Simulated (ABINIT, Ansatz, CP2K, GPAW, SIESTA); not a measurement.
**PdIn (Pm-3m, 2 atoms in the cell) computed with different codes at matched settings**

Self-consistent single point.

```
CELL_PARAMETERS angstrom
      3.25000     0.00000     0.00000
      0.00000     3.25000     0.00000
      0.00000     0.00000     3.25000
ATOMIC_POSITIONS crystal
  In 0.50000 0.50000 0.50000
  Pd 0.00000 0.00000 0.00000
```

Shared settings, as Ansatz (a first-principles code) writes them: kpoints.mp_grid.grid = 8 8 8; scf.occupations.method = fermi_dirac; scf.occupations.width = 0.0073 Ry. Potentials and cutoffs stand in the table.

| code | model | pressure (GPa) | cutoff |
|---|---|---|---|
| Ansatz | PBEsol, default PAW files made with PBE | -0.41 | 30.9 Ry |
| SIESTA | GGA PBEsol, numerical atomic orbitals DZP, PseudoDojo PBEsol standard norm-conserving potentials (rewritten from UPF to PSML) | -0.55 | grid 400 Ry |
| ABINIT | PBEsol, PAW (JTH v2.0 PBE PAW, files made for PBE) | -0.52 | 48 Ry |
| CP2K | PBEsol, GPW, DZVP-MOLOPT-SR-GTH basis, GTH-PBE potentials (GTH_POTENTIALS) | 1.37 | grid 500 Ry |
| GPAW | PBEsol, GPAW PAW datasets PBEsol (made by gpaw-setup) | -0.52 | 600 eV |

On Ansatz's run: spin polarisation is off.

The spread over the programs that give each value: pressure within 1.92 GPa.

SIESTA and CP2K use small atom-centred bases, whose incompleteness enters pressures, forces and empty levels differently from a plane-wave cutoff. Ansatz's pressure is given at a fixed set of plane waves, as the other plane-wave codes print theirs; with its correction for the finite basis it is -0.34 GPa. In the pressure, CP2K (by 1.89) lies more than 1 GPa from the median of the plane-wave programs.

The starting cell has typed, rounded lattice constants, without a prior relaxation at this level.

Left out of this page: Elk and FLEUR (not drawn, or without a comparable value).

Keys are those of Ansatz 0.2.
